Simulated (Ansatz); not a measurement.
**The (001) surface of zinc-blende GaP, c(4x4): three P ad-dimers on a full P plane (bottom of the slab: anion dimers, one H a dimer)**

The numbers are results of PBE (plane waves to 420 eV, PAW; Ansatz, a program for electronic structure), not measurements.

Model: 82-atom slab, 13.6 Å thick at the start with caps and adatoms (thin: gaps and levels are the slab's own), 2x3x1 mesh, Fermi-Dirac 0.025 eV, dipole correction, 16 atoms held, the rest relaxed; no symmetry held; no spin, no spin-orbit, no U. It is one candidate, not shown to be the stable structure of the face.

- gap of the slab on its k-mesh: 1.16 eV
- highest filled level below the top vacuum level: 5.63 eV
- energy released by relaxation: 4.97 eV
